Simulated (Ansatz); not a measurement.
We consider HgTe (P3₁21, No. 152, 6 atoms in the cell; start mp-358; a measured phase of this formula has another space group), described by LDA (Ansatz, a program for electronic structure, PAW).

Numerical settings: plane-wave cutoff 520 eV, 12×12×4 k mesh (along the axes of the cell as run), Fermi–Dirac smearing 0.01 eV, scalar-relativistic PAW data made under PBE.

Cell (relaxed at this level):

Space group P3₁21 (No. 152); a = 4.437 Å, b = 4.437 Å, c = 10.065 Å, α = 90.00°, β = 90.00°, γ = 120.00°

| atom | site | symmetry | x | y | z |
|---|---|---|---|---|---|
| Hg | 3a | .2. | 0.3583 | 0.3583 | 0.0000 |
| Te | 3b | .2. | 0.4509 | 0.4509 | 0.5000 |

Q: What does this level give for the band gap and smallest direct gap on the k points sampled?

A: 
* **band gap**: 0.35 eV
* **smallest direct gap on the k points sampled**: 0.59 eV

Spin–orbit coupling is not included; with these elements it can move the gap by several tenths of an eV or more.

Computed values are for the static lattice.

A start named mp-… is a Materials Project structure, which need not be a measured phase.
